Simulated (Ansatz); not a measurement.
Worked example: relaxation of the atoms of SrGe2Ru2 (I4mm, 5 atoms in the cell) in Ansatz (a quantum-chemistry and plane-wave program).

Level of theory: LDA (PW92), default PAW files made with PBE (plane waves; Ansatz).

The change in words: one atom moved by 0.15 angstrom; relax: default → atoms; relax.f_tol: default → 0.005 eV/Å. Reference geometry:
```
CELL_PARAMETERS angstrom
     -2.15004     2.15004     5.14129
      2.15004    -2.15004     5.14129
      2.15004     2.15004    -5.14129
ATOMIC_POSITIONS crystal
  Sr 0.00000 0.00000 0.00000
  Ge 0.64218 0.64218 0.00000
  Ge 0.35782 0.35782 0.00000
  Ru 0.75000 0.25000 0.50000
  Ru 0.25000 0.75000 0.50000
```

Reference input (self-consistent single point, DFT, LDA (PW92), plane waves, default PAW files made with PBE): basis.ecutwfc = 420 eV; kpoints.mp_grid.grid = 8 8 8; hamiltonian.xc = lda; hamiltonian.pseudopotentials = {kind: paw} (the program's default PAW files); scf.occupations.method = fermi_dirac; scf.occupations.width = 0.1 eV. This run's input differs from it in these lines:

```diff
@@ -6,3 +6,3 @@
   atoms:
-    - { symbol: Sr, position: [0.00000000, 0.00000000, 0.00000000] }
+    - { symbol: Sr, position: [0.01458800, 0.01458800, 0.00000000] }
     - { symbol: Ge, position: [0.64218000, 0.64218000, 0.00000000] }
@@ -20,2 +20,4 @@
   occupations: { method: fermi_dirac, width: 0.1 }
+relax:
+  f_tol: 0.005
 output:
```

Output, abridged:

```
   [... SCF lines of the steps left out ...]
relax step   1: F+E_penalty+E_count = -23394.84939394 eV  Δ(F+E_penalty+E_count) = +0.000e0 eV  max|allowed force component| = 5.534e-1 eV/Å  Δτ_max = 0.0000 Å  (7 SCF iters, dr2 threshold 6.25e-7 eV, accepted)
relax step   2: F+E_penalty+E_count = -23394.89046093 eV  Δ(F+E_penalty+E_count) = -4.107e-2 eV  max|allowed force component| = 8.014e-3 eV/Å  Δτ_max = 0.1189 Å  (6 SCF iters, dr2 threshold 1.91e-5 eV, accepted)
relax step   3: F+E_penalty+E_count = -23394.89046237 eV  Δ(F+E_penalty+E_count) = -1.445e-6 eV  max|allowed force component| = 8.245e-3 eV/Å  Δτ_max = 0.0000 Å  (6 SCF iters, accepted)
relax step   4: F+E_penalty+E_count = -23394.89047089 eV  Δ(F+E_penalty+E_count) = -8.521e-6 eV  max|allowed force component| = 2.185e-3 eV/Å  Δτ_max = 0.0011 Å  (6 SCF iters, accepted)
the relaxation is at rest under the 8 symmetry operations that the run kept from its start: a minimum is not shown …
Free energy (F): -23394.890471 eV
Internal energy: -23394.813476 eV  (E = F + TS)
E sigma→0 (E₀):  -23394.851974 eV
Entropy (-TS):   -0.076995 eV (-15.399 meV/atom)
Fermi energy:    13.368284 eV
--- Forces (eV/Å), atoms counted from 1 ---
  atom   1  Sr     0.00000000    -0.00000000    -0.00011047
  atom   2  Ge     0.00000000     0.00000000    -0.00218726
  atom   3  Ge    -0.00000000     0.00000000     0.00085365
  atom   4  Ru     0.00000000     0.00000000     0.00071724
  atom   5  Ru    -0.00000000     0.00000000     0.00071724
--- Stress (GPa, compression-positive) ---
   [... lines left out ...]
    - { symbol: Sr, position: [0.002919193955845122, 0.002919193955845122, 1.1197079632545903e-36] }
    - { symbol: Ge, position: [0.6450184238994482, 0.6450184238994482, 3.4682954161810915e-34] }
    - { symbol: Ge, position: [0.3608239837021371, 0.3608239837021371, -4.187707782572165e-34] }
    - { symbol: Ru, position: [0.7529131992212849, 0.25291319922128486, 0.5] }
    - { symbol: Ru, position: [0.25291319922128486, 0.7529131992212849, 0.5] }
```

The run converged.  The full log also holds: “iter 5 did not close the SCF: its close was put off for the readings that it lacked (scf_convergence_deferred on its scf_iter line)”. The full log also holds: “iter 5 did not close the SCF: its close was put off for the readings that it lacked (scf_convergence_deferred on its scf_iter line)”.

Summary of the result:
Free energy E − TS (on the zero of these files): -23394.8905 eV
Fermi level (on the code's own zero): 13.37 eV
Pressure: -3.76 GPa
Largest force (vector length): 0.002 eV/Å
Relaxation steps: 4

The starting cell comes from a database of computed structures (which also holds hypothetical and non-ambient phases and stackings), without a prior relaxation at this level. Its lattice was rescaled by up to half a per cent. For this run, on top of that: one atom moved by 0.15 angstrom. Spin polarisation is off. The relaxation keeps the symmetry of its start, so its end need not be a minimum. Ansatz's pressure includes its estimate of the finite-basis (Pulay) stress.

Cost on one core of a shared machine: roughly 2 min.

Keys are those of Ansatz 0.2.
